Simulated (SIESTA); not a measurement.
Band structure of Ta2O5 (I4/mmm, 7 atoms in the cell).

```xyz
7
Lattice="-2.6517 2.6517 4.7935 2.6517 -2.6517 4.7935 2.6517 2.6517 -4.7935" Properties=species:S:1:pos:R:3 pbc="T T T"
Ta     0.0000     0.0000     1.8991
Ta     0.0000     0.0000     7.6880
O      0.0000     0.0000     0.0000
O     -1.3259     1.3259     2.3968
O      1.3259     1.3259    -2.3968
O      1.3259    -1.3259     2.3968
O      1.3259     1.3259     2.3968
```

Computed with SIESTA 5.4.2 with LDA PW92, numerical atomic orbitals DZP, PseudoDojo LDA standard norm-conserving potentials (rewritten from UPF to PSML).

Settings: XC.functional = LDA; XC.authors = PW92; potentials = PseudoDojo LDA standard; PAO.BasisSize = DZP; PAO.EnergyShift = 0.01 Ry; MeshCutoff = 350 Ry; kgrid.MonkhorstPack = 6 6 6; OccupationFunction = FD; ElectronicTemperature = 10 K; MaxSCFIterations = 150; SCF.Mixer.Method = Pulay; SCF.Mixer.Weight = 0.2; SCF.Mixer.History = 8; SCF.DM.Tolerance = 1.0E-05.

The starting cell comes from a database of computed structures (which also holds hypothetical and non-ambient phases and stackings), without a prior relaxation at this level. Spin-orbit coupling is off. Values carry the incompleteness of an atom-centred basis.

Problem. Predict the gap along the standard path and the places of the band edges.

Solution. The gap along the path is 1.29 eV, direct at Γ to within 0.01 eV. Another conduction valley lies within 0.1 eV, so the order of the valleys is not sure.

Levels in eV from the top of the valence band on the path, bands 25 to 29:
```csv
point,25,26,27,28,29
Γ,-1.42,-1.09,-1.09,0.00,1.29
X,-2.20,-2.11,-2.10,-1.93,1.54
Y,-2.16,-1.94,-1.87,-1.28,2.17
S,-2.79,-1.80,-1.04,-0.46,2.90
Z,-1.44,-1.14,-1.14,0.00,1.35
S1,-2.79,-1.80,-1.04,-0.46,2.90
N,-2.60,-2.00,-0.78,-0.76,2.59
P,-2.14,-2.14,-2.10,-2.10,2.35
Y1,-2.16,-1.94,-1.87,-1.28,2.17
```

Higher empty bands are left out: an atom-centred basis made for the valence describes them poorly.
